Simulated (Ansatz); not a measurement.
The parent structure is Tl in the hcp (Mg type) structure (space group P6_3/mmc, No. 194; a = 3.4761 Å, c = 5.4715 Å; relaxed with 0.1 eV smearing). Axes: x lies along a and z along c of the hexagonal cell.

The values are results of Ansatz (a quantum-chemistry and plane-wave program) PBEsol, without spin-orbit coupling, not measurements.

Strains are applied to the cell and any free atomic positions relax.

One change was made to it. Results:

| quantity | base | after |
|---|---|---|
| largest internal atomic displacement | – | 0.031 Å |
| pressure (mean of the normal stresses, compression positive) | 0.0 GPa | -0.9 GPa |
| energy relative to the base (free energy F) | 0 meV/atom | +2.9 meV/atom |

Task: Which of these changes matches the shifts?
A. uniaxial strain ε_xx = +1.00 %
B. uniaxial strain ε_xx = +3.00 %
C. uniaxial strain ε_xx = −1.50 %
D. uniaxial strain ε_xx = −2.00 %

Result: B, uniaxial strain ε_xx = +3.00 %. For comparison, the energy relative to the base in the other runs: uniaxial strain ε_xx = +1.00 % gives +0.3 meV/atom; uniaxial strain ε_xx = −2.00 % gives +1.5 meV/atom; uniaxial strain ε_xx = −1.50 % gives +0.8 meV/atom.

Stability against distortions was not tested.
